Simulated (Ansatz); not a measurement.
Take CdS in the zinc blende structure (space group F-43m, No. 216; a = 5.878 Å) as the base. Axes: x, y, z lie along the cube axes.

Level of theory: Ansatz (an electronic-structure program), r2SCAN, PAW, cutoff 500 eV, no spin-orbit coupling.

Before the change:

| Property | Value |
|---|---|
| Band gap | 1.54 eV |
| Electron mass | 0.15 mₑ (at Γ) |

One thing is altered: the cell is compressed by 3.00 % along z with no lateral relaxation, atoms relaxed at fixed cell.

Task: How does this affect the stress, band gap, electron mass and energy relative to the base?

Result: The stress (xx, yy, zz, yz, xz, xy; compression positive) comes out as (1.80, 1.80, 2.25, 0.00, 0.00, 0.00) GPa; the band gap is nearly the same (1.54 eV against 1.55 eV); the electron mass goes from 0.15 mₑ (at Γ) to 0.16 mₑ (at Γ); the energy rises by 5.3 meV/atom.

The cells carry an imposed strain or load. Masses are band curvatures over ±0.01 Å⁻¹ around the edge. No phonon test of stability was made.
